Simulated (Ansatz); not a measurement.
```
CELL_PARAMETERS angstrom
      4.43869     0.00000     0.00000
     -2.21934     3.84401     0.00000
      0.00000     0.00000     6.74127
ATOMIC_POSITIONS crystal
  Pb 0.00000 0.00000 0.00000
  I  0.66667 0.33333 0.71971
  I  0.33333 0.66667 0.28029
```

The numbers are results of PBEsol+D3BJ with spin-orbit coupling, rigid bands (plane waves, PAW; Ansatz, an electronic-structure program), not measurements. Geometry: cell and atoms relaxed with PBEsol+d3bj.

Task: Predict the electron conductivity mass (n e² τ/σ) at 300 K, by direction if it differs.

Result: 0.189 (x), 0.189 (y), 1.22 (z) mₑ.

Task: Predict the hole conductivity mass (n e² τ/σ) at 300 K, by direction if it differs.

Result: 0.32 (x), 0.32 (y), 0.56 (z) mₑ.

Task: And the band gap?

Result: 1.14 eV at this level; semilocal functionals usually fall short of the measured gap.

Rigid bands, one relaxation time for all states, no polarons. Geometry: cell and atoms relaxed with PBEsol+D3(BJ).

PBEsol with a dispersion correction tends to overbind, so the cell can be several per cent short, in bad cases over ten, which usually narrows a gap: PbI2 (P-3m1).
